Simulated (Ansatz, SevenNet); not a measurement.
For GeSb4Te7 (P-3m1, No. 164, 12 atoms in the cell; start mp-29641), the machine-learned potential SevenNet-0 (trained on PBE and PBE+U data) gives:

* **equilibrium lattice constant a**: 4.311 Å
* **c axis length**: 24.721 Å

What does r²SCAN+rVV10 (Ansatz, a program for electronic structure, plane waves, PAW) give for the same quantities?


- lattice constant a: 4.271 Å (drops by 0.9 %)
- lattice parameter c: 24.101 Å (decreases by 2.5 %)

Changes are worked out from the printed values.

Unless a cell is named, each level is at its own relaxed cell (SevenNet-0 33.16, r²SCAN+rVV10 31.73 Å³/atom).

Caveats: the relaxation could not lower the start's symmetry, so the cell can be a saddle point above a distorted one (SevenNet-0). Ansatz's density-functional and Hartree–Fock values are scalar-relativistic unless marked +SOC, with PAW data made under PBE.

A start named mp-… is a Materials Project structure, which need not be a measured phase.
